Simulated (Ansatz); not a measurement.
## Response to strain in SnO2

Start from SnO$_{2}$ in the rutile structure (space group P4_2/mnm, No. 136).

```xyz
6
Lattice="4.7599 0.0000 0.0000 0.0000 4.7599 0.0000 0.0000 0.0000 3.2008" Properties=species:S:1:pos:R:3 pbc="T T T"
Sn     2.3800     2.3800     1.6004
Sn     0.0000     0.0000     0.0000
O      1.4561     1.4561     0.0000
O      3.3038     3.3038     0.0000
O      3.8361     0.9238     1.6004
O      0.9238     3.8361     1.6004
```

Cartesian axes are those of the cell as printed.

Strains are applied to the cell and any free atomic positions relax; under biaxial strain the out-of-plane vector relaxes too.

Computed with Ansatz (a first-principles code) r2SCAN, without spin-orbit coupling.

Notes on the quantities. pressure: mean of the normal stresses, compression positive.

| variant | electron mass | pressure | hole mass | band gap | volume per atom |
|---|---|---|---|---|---|
| base | 0.19 mₑ along c, 0.22 mₑ across (at Γ) | 0.00 GPa | 1.7 mₑ along c, 1.3 mₑ across (at Γ) | 1.77 eV | 12.09 Å³ |
| biaxial strain −2.80 %, plane normal [001], relaxed out of plane | 0.20 mₑ out of plane, 0.23 mₑ in plane (at Γ) | 6.56 GPa | 1.5 mₑ out of plane, 1.3 mₑ in plane (at Γ) | 2.07 eV | 11.67 Å³ |
| biaxial strain −2.70 %, plane normal [001], relaxed out of plane | 0.20 mₑ out of plane, 0.23 mₑ in plane (at Γ) | 6.31 GPa | 1.5 mₑ out of plane, 1.3 mₑ in plane (at Γ) | 2.06 eV | 11.68 Å³ |
| biaxial strain +2.09 %, plane normal [001], relaxed out of plane | 0.19 mₑ out of plane, 0.23 mₑ in plane (at Γ) | -4.14 GPa | 1.9 mₑ out of plane, 1.3 mₑ in plane (at Γ) | 1.57 eV | 12.43 Å³ |
| isotropic strain −5.47 % | 0.27 mₑ along c, 0.32 mₑ across (at Γ) | 53.11 GPa | 1.4 mₑ along c, 1.2 mₑ across (at Γ) | 3.93 eV | 10.21 Å³ |
| isotropic strain +2.65 % | 0.16 mₑ along c, 0.18 mₑ across (at Γ) | -13.68 GPa | 1.9 mₑ along c, 1.4 mₑ across (at Γ) | ? | 13.07 Å³ |
| uniaxial strain ε_xx = −1.11 % | 0.20 mₑ along z, 0.23 mₑ across (at Γ) | ? | 1.4 mₑ along x, 1.2 mₑ along y, 1.7 mₑ along z (at Γ) | 1.88 eV | 11.95 Å³ |
| uniaxial strain ε_zz = −3.81 % | 0.22 mₑ along z, 0.27 mₑ across (at Γ) | ? | 1.8 mₑ along z, 1.2 mₑ across (at Γ) | 2.31 eV | 11.63 Å³ |
| uniaxial strain ε_zz = +0.79 % | 0.19 mₑ along z, 0.22 mₑ across (at Γ) | -1.90 GPa | 1.7 mₑ along z, 1.3 mₑ across (at Γ) | 1.65 eV | 12.18 Å³ |

Task: What belongs in the blanks?

Result: 
- isotropic strain +2.65 %, band gap: 0.92 eV
- uniaxial strain ε_xx = −1.11 %, pressure: 2.22 GPa
- uniaxial strain ε_zz = −3.81 %, pressure: 10.52 GPa

Effective masses come from finite differences of ±0.01 Å⁻¹. No phonon test of stability was made. The base started in Pnnm and relaxed to P4_2/mnm at this level.
